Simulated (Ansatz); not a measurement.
Here is the system:

```xyz
2
Lattice="0.0000 3.2671 3.2671 3.2671 0.0000 3.2671 3.2671 3.2671 0.0000" Properties=species:S:1:pos:R:3 pbc="T T T"
Te     0.0000     0.0000     0.0000
Pb     3.2671     3.2671     3.2671
```

No spin polarisation.

The values are results of Kohn–Sham DFT with the r2SCAN functional, run in Ansatz (an electronic-structure program) with PAW and 500 eV plane waves, no spin-orbit coupling, not measurements. k-mesh 9×9×9 (Γ-centred); smearing 0.05 eV (Fermi–Dirac).

Q: What space group does the calculation give?

A: Fm-3m (No. 225).

Q: Predict the band gap.

A: 1.09 eV.

With Pb and Te present, leaving out spin-orbit coupling can change the band edges. No phonon test of stability was made. The cell was made from PbSe by this change: Se → Te.
